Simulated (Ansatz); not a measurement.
For AlN (model structure, started from the BN type, Pm-3n, No. 223, 12 atoms in the cell), PBE-D3(BJ) in Ansatz (PAW) gives:

| Quantity | Result |
|---|---|
| lattice constant a | 5.340 Å |
| cohesive energy | 5.83 eV/atom |

Task: What does r²SCAN in Ansatz (plane waves, PAW) give for the same quantities?

Result: 
- lattice constant a: 5.329 Å (falls by 0.2 %)
- cohesive energy: 5.69 eV/atom (falls by 0.14 eV/atom)

Changes are worked out from the printed values.

Unless a cell is named, each level is at its own relaxed cell (PBE-D3(BJ) 12.69, r²SCAN 12.61 Å³/atom).

Ansatz's density-functional and Hartree–Fock values are scalar-relativistic unless marked +SOC, with PAW data made under PBE.

A model structure was made by putting elements into a prototype or built by hand; it is no filed structure, need not be a known phase, and can be a saddle point held by its symmetry.

Ansatz is a program for electronic structure.
